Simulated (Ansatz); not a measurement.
A (7,7) germanium nanotube, relaxed period 4.040 Å, atoms relaxed at each strain.

```json
[
 {"strain": "-0.015", "energy (meV a period)": "+59.0", "axial force (nN)": "-3.24"},
 {"strain": "+0.015", "energy (meV a period)": "+58.9", "axial force (nN)": "+3.03"}
]
```

Calculation: PBE (plane waves to 420 eV, PAW; Ansatz, a first-principles code). Mesh 1×1×18. No spin polarisation. Periodic along z alone, with about 11 Å of vacuum beside it. A hypothetical model, rolled from the flat sheet. Symmetry and one short period hold its shape; lower forms weren't sought. Values not marked SOC lack spin–orbit coupling. Buckling under compression is shut out by symmetry and the short period. Energies are free energies at a Fermi–Dirac width of 0.05 eV, from the unstrained cell.

Mean diameter 15.68 Å.

Task: Work out the axial stiffness dF/dε in two ways, and what it means for a modulus.

Result: From the forces: (+3.03 − (-3.24))/0.030 = 209 nN. From the energies: (E₊ + E₋)/(ε² c) = 0.1179 eV/(0.015² × 4.040 Å) = 129.7 eV/Å = 208 nN. The two agree to within 1 %. Spread over the circumference π × 15.68 Å, the force value is a sheet stiffness of 42 N/m.
